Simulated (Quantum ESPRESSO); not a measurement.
## Several settings converged on CaC2 (R-3m, 3 atoms in the cell)

```
CaC2
1.0
    1.93468     1.11699     3.93410
   -1.93468     1.11699     3.93410
    0.00000    -2.23397     3.93410
Ca C
1 2
Direct
  0.00000   0.00000   0.00000
  0.55291   0.55291   0.55291
  0.44709   0.44709   0.44709
```

Base method: LDA (PZ), PSlibrary ultrasoft (LDA) pseudopotentials (plane waves; Quantum ESPRESSO).

Base settings: ecutwfc = 50 Ry; ecutrho = 450 Ry; occupations = smearing; smearing = fd; degauss = 0.0036749 Ry; potentials = {Ca: Ca.pz-spn-rrkjus_psl.1.0.0.UPF, C: C.pz-n-rrkjus_psl.1.0.0.UPF}; K_POINTS = automatic 3 3 3 0 0 0; conv_thr = 1e-10 Ry; mixing_beta = 0.5.

Core times come from one kind of shared machine, to one figure; runs under 30 s give none.

**Zone-centre phonons against the cutoff**

In this ladder: occupations = fixed; smearing = default; degauss = default; nbnd = 17; ph.x.tr2_ph = 1e-14; ph.x.fildyn = dyn.G; ph.x.epsil = true; dynmat.x.fildyn = dyn.G; dynmat.x.asr = simple. Moved along: ecutrho.

The mesh stays at the base's, so the ladder's end is converged at best in this setting alone.

Frequencies are those of the unrelaxed cell, without the LO-TO term of polar crystals.

Only quantities that move along the ladder and can be compared are tabulated; the gap is left out on so coarse a mesh.

```csv
ecutwfc,highest zone-centre frequency (cm⁻¹),lowest optical frequency (cm⁻¹),largest Born charge (mean of the diagonal) (e),mean ε∞,core time / last (rough)
25 Ry,1940.8,165.6,2.433,3.915,0.2
35 Ry,1923.4,205.0,2.424,3.949,0.4
50 Ry,1917.0,204.0,2.421,3.949,0.5
75 Ry,1917.2,203.9,2.422,3.949,1
```

Coarsest ecutwfc that holds the mean ε∞ within 0.02 of the last step, with all finer ones: 35 Ry, at about 0.4 of the last step's time; the step before is off by 0.034.

Coarsest ecutwfc that holds the lowest optical frequency within 2 cm⁻¹ of the last step, with all finer ones: 35 Ry, at about 0.4 of the last step's time; the step before is off by 38 cm⁻¹.

Coarsest ecutwfc that holds the largest Born charge (mean of the diagonal) within 0.005 e of the last step, with all finer ones: 35 Ry, at about 0.4 of the last step's time; the step before is off by 0.011 e.

**Zone-centre phonons against the SCF threshold**

In this ladder: occupations = fixed; smearing = default; degauss = default; nbnd = 17; ph.x.tr2_ph = 1e-14; ph.x.fildyn = dyn.G; ph.x.epsil = true; dynmat.x.fildyn = dyn.G; dynmat.x.asr = simple.

The mesh stays at the base's, so the ladder's end is converged at best in this setting alone.

Only quantities that move along the ladder and can be compared are tabulated; the gap is left out on so coarse a mesh.

```csv
conv_thr,largest Born charge (mean of the diagonal) (e),mean ε∞
7.3e-05 Ry,2.455,3.972
7.3e-07 Ry,2.419,3.947
7.3e-09 Ry,2.421,3.949
7.3e-13 Ry,2.421,3.949
```

Coarsest conv_thr that holds the largest Born charge (mean of the diagonal) within 0.02 e of the last step, with all finer ones: 7.3e-07 Ry; the step before is off by 0.034 e.

Coarsest conv_thr that holds the mean ε∞ within 0.02 of the last step, with all finer ones: 7.3e-07 Ry; the step before is off by 0.024.

On the base run: the starting cell comes from a database of computed structures (which also holds hypothetical and non-ambient phases and stackings), without a prior relaxation at this level. Its lattice was rescaled by up to half a per cent. In the base run, with a pressure of about -4 GPa the cell is away from its equilibrium volume at this level.
